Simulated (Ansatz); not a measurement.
Start from Mo in the bcc (W type) structure (space group Im-3m, No. 229; a = 3.151 Å).

All numbers come from Ansatz (a program for electronic structure), r2SCAN, PAW, cutoff 500 eV, without spin-orbit coupling.

Base values:

The density is 10.19 g/cm³ and the band gap is zero.

Modification: a hydrostatic pressure of 60 GPa.

### Question
Predict the new density and band gap.

### Answer
The density grows by 1.75 g/cm³, from 10.19 g/cm³ to 11.94 g/cm³; the band gap stays zero.

Load acts through the strain it causes; cell and atoms are relaxed under it. Stability against distortions was not tested. No other phases were tried under pressure. All final runs are without spin polarisation.
